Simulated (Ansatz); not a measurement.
ZnS (P3m1, No. 156, 28 atoms in the cell; start mp-556815; a measured phase of this formula has another space group) was calculated with LDA (Ansatz, a quantum-chemistry and plane-wave program, PAW).

Settings: plane-wave cutoff 520 eV, 12×12×1 k mesh (along the axes of the cell as run), Fermi–Dirac smearing 0.01 eV, scalar-relativistic PAW data made under PBE.

Cell (relaxed at this level):

```cif
data_S14Zn14
_chemical_formula_sum 'Zn14 S14'
_space_group_name_H-M_alt 'P 1'
_space_group_IT_number 1
_cell_length_a 3.74196
_cell_length_b 3.74196
_cell_length_c 42.88956
_cell_angle_alpha 90.000
_cell_angle_beta 90.000
_cell_angle_gamma 120.000
loop_
_space_group_symop_operation_xyz
  'x, y, z'
loop_
_atom_site_label
_atom_site_type_symbol
_atom_site_fract_x
_atom_site_fract_y
_atom_site_fract_z
_atom_site_occupancy
Zn1 Zn 0.00000 0.00000 0.14297 1
Zn2 Zn 0.33333 0.66667 0.21430 1
Zn3 Zn 0.66667 0.33333 0.07164 1
Zn4 Zn 0.00000 0.00000 0.78575 1
Zn5 Zn 0.33333 0.66667 0.71419 1
Zn6 Zn 0.00000 0.00000 0.64261 1
Zn7 Zn 0.33333 0.66667 0.35722 1
Zn8 Zn 0.33333 0.66667 0.00033 1
Zn9 Zn 0.00000 0.00000 0.42852 1
Zn10 Zn 0.00000 0.00000 0.92887 1
Zn11 Zn 0.66667 0.33333 0.28573 1
Zn12 Zn 0.66667 0.33333 0.49986 1
Zn13 Zn 0.33333 0.66667 0.57118 1
Zn14 Zn 0.33333 0.66667 0.85731 1
S1 S 0.33333 0.66667 0.76774 1
S2 S 0.00000 0.00000 0.98242 1
S3 S 0.00000 0.00000 0.19644 1
S4 S 0.66667 0.33333 0.33931 1
S5 S 0.00000 0.00000 0.69618 1
S6 S 0.33333 0.66667 0.41066 1
S7 S 0.33333 0.66667 0.91086 1
S8 S 0.33333 0.66667 0.26776 1
S9 S 0.66667 0.33333 0.55332 1
S10 S 0.00000 0.00000 0.83930 1
S11 S 0.33333 0.66667 0.05378 1
S12 S 0.00000 0.00000 0.48199 1
S13 S 0.33333 0.66667 0.62464 1
S14 S 0.66667 0.33333 0.12511 1
```

**Question.** Estimate the band gap that the calculation returns.

**Answer.** 
band gap: 2.15 eV (on the SCF k mesh)

Note: the relaxation could not lower the start's symmetry, so the cell can be a saddle point above a distorted one.

Computed values are for the static lattice.

A start named mp-… is a Materials Project structure, which need not be a measured phase.
